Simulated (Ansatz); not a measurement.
The parent structure is InP in the zinc blende structure (space group F-43m, No. 216; a = 5.907 Å). Axes: x, y, z lie along the cube axes.

It is then changed as follows: strain tensor (xx, yy, zz, yz, xz, xy) = (+0.67, −1.77, +0.16, −1.06, +1.58, −0.78) %, atoms relaxed at fixed cell.

Levels (all Ansatz, a program for electronic structure, PAW): r2SCAN (500 eV, spin-orbit coupling left out); HSE06+SOC (420 eV, spin-orbit coupling included).

The geometry is relaxed with r2SCAN.

| Quantity | Value |
|---|---|
| r2SCAN lowest conduction level above the VBM at special points | Γ 0.94 eV; R 1.53 eV; Z 1.57 eV |
| r2SCAN valence-band top at Γ | 0.00, -0.05, -0.29 eV |

How does going to HSE06+SOC change the lowest conduction level above the VBM at special points and valence-band top at Γ?

The lowest conduction level above the VBM at special points goes from Γ 0.94 eV; R 1.53 eV; Z 1.57 eV to Γ 1.25 eV; R 1.90 eV; Z 1.95 eV; the valence-band top at Γ (three highest Kramers pairs, from the VBM) becomes 0.00, -0.08, -0.32 eV (r2SCAN: 0.00, -0.05, -0.29 eV).

Single points use the geometry relaxed with r2SCAN. The spin-orbit shifts are approximate. The levels and masses belong to the bands next to the band gap. No phonon test of stability was made. Labels are those of the standard path for the cell's own space group.
